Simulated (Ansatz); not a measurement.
The parent structure is K in the bcc (W type) structure (space group Im-3m, No. 229; a = 5.215 Å; relaxed with 0.1 eV smearing). Axes: x, y, z lie along the cube axes.

Calculations: PBEsol, PAW, 420 eV (Ansatz, a first-principles code; no SOC).

It is then changed as follows: uniaxial strain ε_zz = +1.50 %, all other strain components held at zero; the atoms relax in the strained cell.

Question: Predict the new stress.

Answer: The stress (xx, yy, zz, yz, xz, xy; compression positive) comes out as (0.0, 0.0, 0.0, 0.0, 0.0, 0.0) GPa.

Question: Predict the new energy relative to the base.

Answer: The energy hardly moves.

Whether these cells are dynamically stable was not tested.
